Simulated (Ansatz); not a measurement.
## Carrier doping in SiS2

Consider SiS2 (space group Ibam, No. 72; made of chains).

```
SiS2
1.0
   -2.90154     4.94591     2.77276
    2.90154    -4.94591     2.77276
    2.90154     4.94591    -2.77276
S Si
4 2
Direct
  0.88521   0.80033   0.68554
  0.38521   0.69967   0.08488
  0.61479   0.30033   0.91512
  0.11479   0.19967   0.31446
  0.75000   0.75000   0.00000
  0.25000   0.25000   0.00000
```

Carriers are added at fixed cell with a uniform background; the Fermi–Dirac width is that of 300 K.

Level of theory: r2SCAN (Ansatz, a first-principles code), without spin-orbit coupling.

Notes on the quantities. Fermi level from band edge: Fermi level relative to the doped band's edge (positive inside the band; to 0.05 eV).

| hole density (10^21 cm⁻³) | Fermi level from band edge (eV) |
|---|---|
| 2 | 0.15 |
| 3 | ? |
| 7 | 0.45 |
| 10 | 0.60 |

Task: Fit E_F = C n^s, fitted as a line in log–log form (a parabolic band gives s = 2/3) to the rows shown and predict the withheld row.

Result: Least squares on the printed values gives C = 0.08 eV, s = 0.87 (largest residual 0.01 eV); this predicts 0.21 eV, and the run gives 0.20 eV, in agreement.

Carriers are added with a uniform compensating background; total energy and stress of such cells depend on the potential's zero and are not compared; many-body gap narrowing is missing at this level. Stability against distortions was not tested. No dispersion term is included, though the crystal is made of layers, chains or molecules, so its spacings can come out too wide.
